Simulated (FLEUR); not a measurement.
Input and output of a self-consistent single point for LaNiGe3 (I4mm, 5 atoms in the cell) (FLEUR).

Level of theory: LDA (Perdew-Zunger), all-electron FLAPW (FLEUR), scalar-relativistic valence.

```xyz
5
Lattice="-2.2074 2.2074 4.8551 2.2074 -2.2074 4.8551 2.2074 2.2074 -4.8551" Properties=species:S:1:pos:R:3 pbc="T T T"
La     0.0000     0.0000     5.5533
Ni     0.0000     0.0000     2.2731
Ge     0.0000     2.2074     3.2037
Ge     2.2074     0.0000     3.2037
Ge     0.0000     0.0000     9.6224
```

Reference input (self-consistent single point, DFT, PBEsol, all-electron FLAPW (FLEUR), scalar-relativistic valence): Kmax = 3.9 1/bohr; GmaxXC = 15.6 1/bohr; xcFunctional = PBEs; jspins = 1; l_soc = F; mode = gauss; fermiSmearingEnergy = 0.00734986 Htr; mesh (inpgen div1-3) = 6 6 6; inpgen gamma flag = true; Gmax = 15.6 1/bohr; numbands = 0; maxIterBroyd = 15. This run's input differs from it in these lines:

```diff
@@ -17,3 +17,3 @@
 &comp jspins=1 /
-&exco xctyp='PBEs' /
+&exco xctyp='pz' /
 &kpt div1=6 div2=6 div3=6 gamma=t /
@@ -30,3 +30,3 @@
       <coreElectrons ctail="T" frcor="F" kcrel="0" coretail_lmax="0"/>
-      <xcFunctional name="PBEs" relativisticCorrections="F"/>
+      <xcFunctional name="pz" relativisticCorrections="F"/>
       <magnetism jspins="1"/>
```

Output, abridged:

```
 Iteration:     1   Distance:      15.28008926 me/bohr^3
 Iteration:     2   Distance:       9.44011977 me/bohr^3
 Iteration:     3   Distance:       6.41695677 me/bohr^3
 Iteration:     4   Distance:      14.26480456 me/bohr^3
 Iteration:     5   Distance:       6.07757263 me/bohr^3
   [... 15 lines left out ...]
 Iteration:    21   Distance:       0.00004791 me/bohr^3
 Iteration:    22   Distance:       0.00001838 me/bohr^3
 Iteration:    23   Distance:       0.00001551 me/bohr^3
 Iteration:    24   Distance:       0.00000445 me/bohr^3
 Reset of history
 Run finished successfully
 Stop message:
   Structural relaxation: new displacements generated

[file out, last iteration]
             iter=     25
[...]
          total density-effective poten   -2.6751875740E+04
          total charge density-energy d   -4.8933879943E+02
 Updated energy parameters for spin:           1
[...]
 fermi energy and band-weighting factors:

[...]
FERMIE:
          first approx. to ef    (T=0)  :   0.380200 htr   (energy of the highest occ. eigenvalue)
          number of occ. states  (T=0)  :       1033
          first approx. to seigv (T=0)  : -24.523389 htr
          sum of weights of occ. states :  34.513889
          sum of semicore charge        :   0.000000 e
          fermi energy=   0.38126 har   work function= -10.37449 ev
          number of valence electrons=  69.00000
   [... lines left out ...]
          total moment                 =     0.00000
 Direct bandgap for spin            1 :    1.2005679241915979E-002  Htr
 ---->    free energy=                    -16298.3140539668 htr
   [... lines left out ...]
 TOTAL FORCE FOR ATOM TYPE=  2  X=  0.000   Y=  0.000   Z=  4.295
                       FX_TOT= 0.000000 FY_TOT= 0.000000 FZ_TOT= 0.000240
 TOTAL FORCE FOR ATOM TYPE=  3  X=  4.171   Y=  0.000   Z= -3.121
                       FX_TOT= 0.000000 FY_TOT= 0.000000 FZ_TOT=-0.001358
 TOTAL FORCE FOR ATOM TYPE=  4  X=  0.000   Y=  0.000   Z= -0.166
                       FX_TOT= 0.000000 FY_TOT= 0.000000 FZ_TOT= 0.003849
```

The run converged in 24 iterations. FLEUR gives forces in its relaxation mode, with a further iteration, so its stop message speaks of a relaxation. Against the reference run the largest force goes from 0.151 to 0.198 eV/Å.

The starting cell comes from a database of computed structures (which also holds hypothetical and non-ambient phases and stackings), without a prior relaxation at this level. Its lattice was rescaled by a random factor within 2.5 % of one. Spin polarisation is off. Values depend on the basis (sphere radii, cutoffs, local orbitals), which need not be converged. The log's line on a gap gives a spacing of levels on this mesh, which the program prints for metals too.

Cost on one core of a shared machine: roughly 6 min.
